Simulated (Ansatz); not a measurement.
Levels about the gap of amorphous In9Ga9Zn9O37Sr (65 atoms in a cell of 828 Å³, 5.87 g/cm³; zone centre alone, so wide bands show as single levels with stretches between that a denser mesh fills), at the geometry that PBE relaxed, where it gives 2.4 GPa on a denser mesh. The participation number counts the atoms over which a state spreads; weights are charges in smoothed Voronoi cells. The levels come from a single point, so bond lengths are those of that geometry. Method of the levels: PBE, scalar-relativistic without spin-orbit coupling (Ansatz, a first-principles code). Sampling: the zone centre alone; Fermi-Dirac width 0.02 eV; no spin polarisation. At PBE the levels at the filled edge of the gap are localised (band-tail or defect states).

A CHGNet melt-quench gave the starting glass, which DFT then relaxed. O atoms were pushed apart under 1.9 Å during the dynamics, to hinder bonds among them. The hot cell started wider than the set density and was brought back towards it in steps. It is the lowest in DFT energy of 2 quenches. It is a model cell: composition and starting density were chosen by hand, and all elements were melted together. No dispersion term was used. Its density started from a set value of 5.87 and ended at 5.87 g/cm³. The quench (nominally 260 K/ps over its main leg) was far faster than any real one, so the model tends to hold more defects than a real film. A cell of this size samples the disorder only roughly. The volume was held where the preparation left it and the shape relaxed, at a PBE pressure of 2.4 GPa. Stress components on the final sampling reach 2.6 GPa.

| E - E(highest filled), eV | filling | participation number | largest on | weight O | weight In | weight Zn | weight Ga |
|---|---|---|---|---|---|---|---|
| -0.34 | filled | 24.4 | O, 3 neighbours | 0.83 | 0.02 | 0.14 | 0.01 |
| -0.30 | filled | 10.4 | O, 3 neighbours | 0.86 | 0.03 | 0.10 | 0.01 |
| -0.19 | filled | 11.3 | O, 3 neighbours | 0.85 | 0.02 | 0.12 | 0.01 |
| -0.18 | filled | 12.3 | O, 4 neighbours | 0.86 | 0.03 | 0.09 | 0.02 |
| -0.15 | filled | 13.4 | O, 4 neighbours | 0.78 | 0.01 | 0.19 | 0.01 |
| -0.02 | filled | 15.1 | O, 3 neighbours | 0.85 | 0.03 | 0.11 | 0.01 |
| 0.00 | filled | 10.7 | O, 4 neighbours | 0.81 | 0.02 | 0.15 | 0.02 |
| 0.86 | empty | 60.9 | In, 5 neighbours | 0.52 | 0.20 | 0.14 | 0.13 |
| 3.45 | empty | 25.1 | In, 5 neighbours | 0.57 | 0.30 | 0.06 | 0.06 |
| 3.60 | empty | 29.5 | In, 5 neighbours | 0.58 | 0.27 | 0.06 | 0.08 |
| 3.70 | empty | 36.7 | In, 5 neighbours | 0.58 | 0.25 | 0.06 | 0.11 |
| 4.03 | empty | 47.5 | Ga, 4 neighbours | 0.58 | 0.13 | 0.11 | 0.18 |
| 4.06 | empty | 35.4 | In, 6 neighbours | 0.57 | 0.19 | 0.13 | 0.10 |
| 4.17 | empty | 42.8 | In, 5 neighbours | 0.59 | 0.21 | 0.07 | 0.12 |

Most localised among these is the filled level at -0.30 eV, on a O atom, which has 3 neighbours (Zn 1.97 Å, In 2.08 Å, In 2.13 Å).
